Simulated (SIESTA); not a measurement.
A user runs SIESTA on Co (P6_3/mmc, 2 atoms in the cell) and asks whether the run is sound. The aim is a self-consistent single point with DFT, GGA PBE, numerical atomic orbitals DZP, PseudoDojo PBE standard norm-conserving potentials (rewritten from UPF to PSML).

This input was run:

```
# files in the folder: Co.psml (PseudoDojo PBE standard)
SystemName  Co
SystemLabel Co

NumberOfAtoms                2
NumberOfSpecies              1
%block ChemicalSpeciesLabel
  1 27 Co
%endblock ChemicalSpeciesLabel
LatticeConstant              1.0 Bohr
%block LatticeVectors
     4.684950427    0.000000000    0.000000000
    -2.342474268    4.057285453    0.000000000
     0.000000000    0.000000000    7.620889405
%endblock LatticeVectors
AtomicCoordinatesFormat      Ang
%block AtomicCoordinatesAndAtomicSpecies
    -0.000000906    1.431349382    1.008200250  1
     1.239585906    0.715673618    3.024600750  1
%endblock AtomicCoordinatesAndAtomicSpecies

XC.functional                GGA
XC.authors                   PBE
PAO.BasisSize                DZP
PAO.EnergyShift              0.005 Ry
MeshCutoff                   350 Ry
%block kgrid.MonkhorstPack
    1   0   0  0.0
    0   1   0  0.0
    0   0   1  0.0
%endblock kgrid.MonkhorstPack
OccupationFunction           MP
OccupationMPOrder            0
ElectronicTemperature        0.272 eV
Spin                         polarized
%block DM.InitSpin
  1 +3.00
  2 +3.00
%endblock DM.InitSpin

MaxSCFIterations             150
SCF.Mixer.Method             Pulay
SCF.Mixer.Weight             0.1
SCF.Mixer.History            8
SCF.DM.Tolerance             1.0E-05
Diag.ParallelOverK           true
WriteForces                  true
Charge.Mulliken              end
```

Output, abridged:

```
reinit: Reading from file input.fdf

reinit: System Name: Co
reinit: System Label: Co

NOTE on units for spin output:
{S} is the spin magnetic moment, in units of the Bohr magneton,
assuming a g-factor for the electron spin of exactly 2.
   [... lines left out ...]
diag: Orthogonalization factor                      =  0.100E-05
diag: Memory factor                                 =  1.0000

                        Single-point calculation

outcell: Unit cell vectors (Ang):
        2.479169    0.000000    0.000000
       -1.239584    2.147023    0.000000
        0.000000    0.000000    4.032801

outcell: Cell vector modules (Ang)   :    2.479169    2.479168    4.032801
outcell: Cell angles (23,13,12) (deg):     90.0000     90.0000    120.0000
outcell: Cell volume (Ang**3)        :     21.4659
Gamma-point calculation with interaction between periodic images
Gamma-point calculation with interaction between periodic images
Some features might not work optimally:
Some features might not work optimally:
e.g. DM initialization from atomic data
e.g. DM initialization from atomic data
new_DM -- step:     1
Initializing Density Matrix...

Attempting to read DM from file... Failed...
DM filled with atomic data (user-defined):

InitMesh: MESH = 30 x 30 x 48 = 43200
InitMesh: Mesh cutoff (required, used) =   350.000   391.535 Ry

stepf: Methfessel-Paxton step function
       Using Hermite-Gauss polynomials of order  0
        iscf     Eharris(eV)        E_KS(eV)     FreeEng(eV)     dDmax    Ef(eV) dHmax(eV)
   scf:    1    -8293.255673    -8330.793736    -8330.974497  1.854596 -4.488490  6.887242
     spin moment: {S} , |S| = {        0.0        0.0    6.00000 }     6.00000
   scf:    2    -8332.517822    -8331.700372    -8331.917439  0.149092 -4.911472  5.034703
     spin moment: {S} , |S| = {        0.0        0.0    5.99999 }     5.99999
   scf:    3    -8325.353137    -8331.171129    -8331.384690  0.396699 -5.868064  6.047752
   [... lines left out ...]
     spin moment: {S} , |S| = {        0.0        0.0    6.00000 }     6.00000
   scf:   28    -8333.376716    -8333.376702    -8333.559748  0.000964 -4.997934  0.000223
     spin moment: {S} , |S| = {        0.0        0.0    6.00000 }     6.00000
   scf:   29    -8333.376818    -8333.376742    -8333.559747  0.004451 -4.997855  0.000062
     spin moment: {S} , |S| = {        0.0        0.0    6.00000 }     6.00000
   scf:   30    -8333.376745    -8333.376744    -8333.559747  0.000009 -4.997862  0.000049
     spin moment: {S} , |S| = {        0.0        0.0    6.00000 }     6.00000
SCF Convergence by DM+H criterion
max |DM_out - DM_in|         :     0.0000091621
max |H_out - H_in|      (eV) :     0.0000494559
SCF cycle converged after 30 iterations

Using DM_out to compute the final energy and forces

siesta: E_KS(eV) =            -8333.3767

siesta: E_KS - E_eggbox =     -8333.3767

siesta: Atomic forces (eV/Ang):
     1    0.013897   -0.008137   -0.000000
     2   -0.013896    0.008137    0.000000
   Tot    0.000000    0.000000    0.000000
   Max    0.013897
   Res    0.009297    sqrt( Sum f_i^2 / 3N )
   Max    0.013897    constrained

Stress tensor Voigt[x,y,z,yz,xz,xy] (kbar):      255.31      241.68    -1496.89        0.00        0.00      -11.64
(Free)E + p*V (eV/cell)    -8329.0942
Target enthalpy (eV/cell)    -8333.5597

   [... lines left out ...]
siesta: FreeEng =     -8333.559747
siesta: Cell volume =         21.465926 Ang**3
siesta:         333.29968105        333.87313923  kBar
   [... lines left out ...]
             -0.007   0.838   0.001   1.013   0.001   0.847  -0.095  -0.000

             -0.127  -0.000  -0.096

mulliken: Qtot =       14.000

Mulliken Atomic Populations:
Atom #   charge [q] valence [e]      Sz [e]  Species
     1     0.000001   16.999999    3.000000  Co
     2    -0.000001   17.000001    3.000000  Co
 Total     0.000000                6.000000
```

**Question.** Is this run sound? If not, what is wrong?

**Answer.** The run is not sound. The fault is a single k-point for a small metallic cell. One k-point cannot sample the Fermi surface of a small cell. To fix it, use a converged k-point mesh. The run converged in 30 iterations without an error; against the sound input the free energy drops by 2.97 eV/atom, the pressure goes from -0.50 to 33.33 GPa, the largest force goes from 0.000 to 0.016 eV/Å and the size of the net moment goes from 1.65 to 3.00 μB/atom.

An input that runs soundly differs in these lines (not the only fix; some lines may just follow from the change or write a value another way):
```diff
-    1   0   0  0.0
-    0   1   0  0.0
-    0   0   1  0.0
+   10   0   0  0.0
+    0  10   0  0.0
+    0   0   6  0.0
```

With that input, the run converged in 13 iterations: free energy E − TS -8327.6159 eV; Fermi level (on the code's own zero) -5.19 eV; pressure -0.50 GPa; size of the cell's spin moment 3.29 μB; site moments (μB, in the program's spheres or projections) Co 1.65, Co 1.65 (DFT, GGA PBE, numerical atomic orbitals DZP, PseudoDojo PBE standard norm-conserving potentials (rewritten from UPF to PSML)).

On the sound input: the starting cell comes from a database of computed structures (which also holds hypothetical and non-ambient phases and stackings), without a prior relaxation at this level. Its lattice was rescaled by a random factor within 2.5 % of one. The magnetic order is the one reached from the typed start; others were not searched systematically. Values carry the incompleteness of an atom-centred basis.
